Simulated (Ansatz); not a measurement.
The reference is Tl in the hcp (Mg type) structure (space group P6_3/mmc, No. 194; a = 3.476 Å, c = 5.472 Å; relaxed with 0.1 eV smearing). Axes: x lies along a and z along c of the hexagonal cell.

All numbers come from Ansatz (a first-principles code) PBEsol, spin-orbit coupling left out.

Modification: uniaxial strain ε_xx = +3.00 %, all other strain components held at zero, atoms relaxed at fixed cell.

Estimate the effect on the stress.

The stress (xx, yy, zz, yz, xz, xy; compression positive) amounts to (-1.1, -0.9, -0.8, 0.0, 0.0, 0.0) GPa.

How does this affect the energy relative to the base?

The energy goes up by 2.9 meV/atom.

No phonon test of stability was made.
